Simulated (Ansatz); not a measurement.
Take Ge in the diamond structure (space group Fd-3m, No. 227) as the base.

```
CELL_PARAMETERS angstrom
      0.00000     2.83806     2.83806
      2.83806     0.00000     2.83806
      2.83806     2.83806     0.00000
ATOMIC_POSITIONS crystal
  Ge 0.50000 0.50000 0.50000
  Ge 0.75000 0.75000 0.75000
```

All numbers come from DFT with PBEsol, PAW potentials and a 420 eV plane-wave cutoff in Ansatz (a quantum-chemistry and plane-wave program), no spin-orbit coupling, earlier PAW set.

For the base:

```
Item                               Result
-----------------------------  ----------
Shortest interatomic distance     2.458 Å
Density                        5.28 g/cm³
```

Modification: Hg takes the place of Ge on all its sites, then cell and atoms are relaxed.

Problem. Estimate the effect on the shortest interatomic distance and density.

Solution. The shortest interatomic distance increases by 0.410 Å (2.458 Å → 2.868 Å); the density increases by 3.89 g/cm³ to 9.17 g/cm³.

Whether these cells are dynamically stable was not tested. As relaxed here, Hg is a hypothetical phase, not in the database extracts checked.
